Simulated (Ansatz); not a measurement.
The starting structures come from a database of crystals and need not be the phases stable at ambient conditions.

Tunnelling through a barrier is set by its complex band structure: the current falls as exp(−2κd) with the smallest κ.

Given:

```
BaTiO3
1.0
    3.98333     0.00000     0.00000
    0.00000     5.72519     0.00000
    0.00000     2.86259     2.78908
Ba Ti O
1 1 3
Direct
  0.00000   0.99659   0.00682
  0.50000   0.48150   0.03700
  0.50000   0.02157   0.46978
  0.50000   0.50865   0.46978
  0.00000   0.51180   0.97640
```

Space group of this cell: Amm2. The cell is strained (lengths along the current scaled by 0.97, ions clamped); by r2SCAN its mean pressure is 3.5 GPa.

Transport runs along the normal of the first two printed cell vectors.

No gap correction and no spin-orbit coupling; mid-gap values are interpolated between computed energies.

State the band gap and the smallest decay constant κ at mid-gap according to r2SCAN (Ansatz, a program for electronic structure).

Gap 2.65 eV on a 8×12×12 mesh; κ = 0.348 1/Å, at (0.000, 0.167) of the in-plane reciprocal vectors. At the zone centre, at the nearest computed energy, the slowest state has κ = 0.36 1/Å.
